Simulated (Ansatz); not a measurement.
BAs (model structure, started from the WC type, P-6m2, No. 187, 2 atoms in the cell): equilibrium volume per atom by level of theory

No measured value is used here.

```csv
level (code),value (Å³/atom)
PBE (Ansatz),12.81
PBEsol (Ansatz),12.38
PBE-D3(BJ) (Ansatz),12.30
r²SCAN (Ansatz),12.72
```

Ansatz's density-functional and Hartree–Fock values are scalar-relativistic unless marked +SOC, with PAW data made under PBE.

A model structure was made by putting elements into a prototype or built by hand; it is no filed structure, need not be a known phase, and can be a saddle point held by its symmetry.

Ansatz is a program for electronic structure.
